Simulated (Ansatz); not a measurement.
# A computed series for ZnS: point defects

Base system: a 16-atom supercell of ZnS in the zinc blende structure (space group F-43m, No. 216; a = 5.443 Å) at its relaxed geometry.

One neutral defect a cell, atoms relaxed at fixed cell.

Calculations: Kohn–Sham DFT with the PBE functional, run in Ansatz (a quantum-chemistry and plane-wave program) with PAW and 420 eV plane waves, spin-orbit coupling left out.

```json
[
 {"variant": "perfect supercell", "pressure": "0.0 GPa", "largest displacement of a host atom from its site in the perfect cell": "–"},
 {"variant": "H interstitial (started 2.36 Å from the nearest host atom)", "pressure": "___", "largest displacement of a host atom from its site in the perfect cell": "0.01 Å"},
 {"variant": "H interstitial (started 2.22 Å from the nearest host atom)", "pressure": "0.5 GPa", "largest displacement of a host atom from its site in the perfect cell": "0.04 Å"},
 {"variant": "Se on a S site", "pressure": "___", "largest displacement of a host atom from its site in the perfect cell": "0.07 Å"},
 {"variant": "Ge on a Zn site", "pressure": "___", "largest displacement of a host atom from its site in the perfect cell": "0.17 Å"},
 {"variant": "S vacancy", "pressure": "___", "largest displacement of a host atom from its site in the perfect cell": "0.92 Å"}
]
```

### Question
Some entries are withheld; estimate them.

### Answer

- H interstitial (started 2.36 Å from the nearest host atom), pressure: 0.6 GPa
- Se on a S site, pressure: 1.4 GPa
- Ge on a Zn site, pressure: 3.4 GPa
- S vacancy, pressure: -1.0 GPa

Other magnetic orders, which the real material may have, were not ruled out. In so small a cell the defect repeats every few ångströms: this is an ordered compound, not a dilute defect. The mesh was chosen for an insulator and is coarse for the gapless case. Seeded moments were not kept for Se on a S site, Ge on a Zn site and S vacancy.
